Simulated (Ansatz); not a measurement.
An input for Ansatz (LDA) and the part of its output that reports the quasi-harmonic study. Lengths are of the primitive cell. The cell was generated from a structure type, relaxed within its symmetry, and need not be the phase found at ambient conditions. The pressure is 30 GPa. The structure is held there; whether it is the stable one at that pressure was not tested.

Ansatz 0.2 input:
```yaml
crystal:
  lattice:
    - [3.2844191348, 0.0, 0.0]
    - [-1.6422095674, 2.8443904075, 0.0]
    - [0.0, 0.0, 5.4632713015]
  atoms:
    - { symbol: Zr, position: [0.0, 0.0, 0.0] }
    - { symbol: Se, position: [0.3333333333, 0.6666666667, 0.3096698325] }
    - { symbol: Se, position: [0.6666666667, 0.3333333333, 0.6903301675] }
kpoints:
  mp_grid: { grid: [12, 12, 6] }
hamiltonian:
  xc: lda
  pseudopotentials: { kind: paw }
scf:
  occupations: { method: methfessel_paxton, width: 0.15 }
phonons:
  method: dfpt
  qmesh: [3, 3, 2]
  temperatures: { t_max: 1000, t_step: 25 }
  thermal_expansion: { pressure: 30 }
checkpoint:
  write: run
```

```
--- Thermal expansion: 17 cells in 3 rounds, 30 GPa ---
  no lower state was reached at cell 6; its state was not examined: fill_not_monotonic
  without vibrations: a 3.28412, b 3.28412, c 5.46373 Å, V 51.0339 Å³, B 158.79 GPa
  at 0 K: a 3.28726, b 3.28726, c 5.46699 Å, V 51.1620 Å³, B 158.86 GPa
  zero-point expansion: a +0.096, b +0.096, c +0.060, V +0.251 %
      T/K        a/Å        b/Å        c/Å       V/Å³ | expansion of a, b, c, V (1e-6/K)   | that of V in the mean from 25 °C | C_P, C_V (J/mol K of the cell) | B_T, B_S (GPa)
     0.00    3.28726    3.28726    5.46699    51.1620 |    0.00    0.00    0.00    0.00 |   11.09 |     0.000     0.000 |   158.86   158.86
   100.00    3.28803    3.28803    5.46674    51.1837 |    5.07    5.07    0.01   10.15 |   14.55 |    39.766    39.716 |   158.79   158.99
   200.00    3.29007    3.29007    5.46722    51.2515 |    6.83    6.83    1.51   15.17 |   15.91 |    62.758    62.533 |   158.68   159.25
   298.15    3.29234    3.29234    5.46822    51.3317 |    7.14    7.14    2.14   16.42 |       - |    69.679    69.285 |   158.63   159.53
   375.00    3.29415    3.29415    5.46919    51.3972 |    7.13    7.13    2.44   16.71 |   16.60 |    72.168    71.654 |   158.60   159.74
   475.00    3.29648    3.29648    5.47061    51.4834 |    7.02    7.02    2.73   16.78 |   16.71 |    74.026    73.369 |   158.57   159.99
   575.00    3.29877    3.29877    5.47217    51.5697 |    6.86    6.86    2.96   16.68 |   16.74 |    75.188    74.400 |   158.56   160.23
   675.00    3.30100    3.30100    5.47385    51.6554 |    6.67    6.67    3.17   16.52 |   16.73 |    76.015    75.107 |   158.58   160.50
   775.00    3.30318    3.30318    5.47564    51.7403 |    6.48    6.48    3.37   16.32 |   16.69 |    76.662    75.642 |   158.65   160.79
   875.00    3.30528    3.30528    5.47753    51.8242 |    6.28    6.28    3.55   16.11 |   16.63 |    77.205    76.081 |   158.76   161.10
   975.00    3.30732    3.30732    5.47953    51.9072 |    6.08    6.08    3.74   15.89 |   16.56 |    77.685    76.462 |   158.90   161.45
  1000.00    3.30782    3.30782    5.48005    51.9278 |    6.03    6.03    3.79   15.84 |   16.55 |    77.799    76.552 |   158.95   161.53
  stress-strain coefficients (Wallace's B, GPa) against the strains that keep the symmetry, 3 along the crystal's axis
    without vibrations: B11 + B12 321.92, B13 137.13, B33 374.81
  the static fit leaves 0.001 meV an atom of the energies and, of the stresses, 0.001 GPa of each cell's largest along a strain (root mean squares over the cells), whose Pulay part it has at -0.017 GPa
  vibrations' free energy: its fit leaves 0.0020 meV an atom at the most
  the electrons' free energy at temperature is in it; its fit leaves 0.0072 meV an atom at the most
  free energies summed between the sampled wave vectors
  estimated error of the fitted expansion in any direction: up to 0.244e-6/K, at 1000 K (an estimate, not a bound: it was exceeded on models of known expansion)
  by sums over the sampled wave vectors an expansion of the volume parts by up to 0.35e-6/K
  by a static energy of one degree less an expansion of the volume parts by up to 0.06e-6/K
  the FFT grids of the static calculations differ: 24 × 24 × 40, 25 × 25 × 40
```

Warnings of the run: phonon_interpolation_lacks_quadrupole_term, thermal_expansion_settings.

Cost: around 5 core-hours (rough).

No phase change or melting is allowed for: the numbers belong to this structure as given.

The PAW data sets were generated under PBE and serve the other functionals too.

Ansatz is a quantum-chemistry and plane-wave program.
